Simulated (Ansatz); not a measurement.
The starting structures come from a database of crystals and need not be the phases stable at ambient conditions.

 Where the default PAW files enter, the runs use the earlier of Ansatz's two default sets.

```yaml
crystal:
  lattice:
    - [5.03775, 0.00000, 0.00000]
    - [0.00000, 5.20238, 0.00000]
    - [0.00000, 0.00000, 9.97217]
  atoms:
    - { symbol: Hf, position: [0.24559, 0.46490, 0.11542] }
    - { symbol: Hf, position: [0.75441, 0.53510, 0.88458] }
    - { symbol: Hf, position: [0.25441, 0.96490, 0.88458] }
    - { symbol: Hf, position: [0.74559, 0.03510, 0.11542] }
    - { symbol: Hf, position: [0.74559, 0.53510, 0.38458] }
    - { symbol: Hf, position: [0.25441, 0.46490, 0.61542] }
    - { symbol: Hf, position: [0.75441, 0.03510, 0.61542] }
    - { symbol: Hf, position: [0.24559, 0.96490, 0.38458] }
    - { symbol: O, position: [0.00244, 0.26133, 0.47714] }
    - { symbol: O, position: [0.99756, 0.73867, 0.52286] }
    - { symbol: O, position: [0.49756, 0.76133, 0.52286] }
    - { symbol: O, position: [0.50244, 0.23867, 0.47714] }
    - { symbol: O, position: [0.50244, 0.73867, 0.02286] }
    - { symbol: O, position: [0.49756, 0.26133, 0.97714] }
    - { symbol: O, position: [0.99756, 0.23867, 0.97714] }
    - { symbol: O, position: [0.00244, 0.76133, 0.02286] }
    - { symbol: O, position: [0.37420, 0.62649, 0.28946] }
    - { symbol: O, position: [0.62580, 0.37351, 0.71054] }
    - { symbol: O, position: [0.12580, 0.12649, 0.71054] }
    - { symbol: O, position: [0.87420, 0.87351, 0.28946] }
    - { symbol: O, position: [0.87420, 0.37351, 0.21054] }
    - { symbol: O, position: [0.12580, 0.62649, 0.78946] }
    - { symbol: O, position: [0.62580, 0.87351, 0.78946] }
    - { symbol: O, position: [0.37420, 0.12649, 0.21054] }
```

Space group of this cell: Pbca. The cell is taken as given; by r2SCAN its mean pressure is 4.1 GPa.

Computed with r2SCAN (plane waves, PAW; Ansatz, an electronic-structure program).

The current runs along the normal of the first two printed vectors; no spin-orbit coupling. Scaled by the factor s: the length along the current (ions clamped). Meshes 6×6×4 and 6×6 across the current in all rows.

```json
[
 {"s": "0.97", "mean pressure (GPa)": "13.6", "band gap (eV)": "4.97"},
 {"s": "1.00", "mean pressure (GPa)": "4.1", "band gap (eV)": "4.87"},
 {"s": "1.03", "mean pressure (GPa)": "-4.0", "band gap (eV)": "?"}
]
```

### Question
Take the slope of the band gap against ln s from the two given rows, extrapolate to s = 1.03, and say what the run there gives.

### Answer
Slope = (4.97 − 4.87) / ln 0.97 = -3.28 eV. The line gives 4.87 + (-3.28) × ln 1.03 = 4.77 eV. The run gives 4.70 eV, 0.07 eV under the line, 75 % of the predicted step.
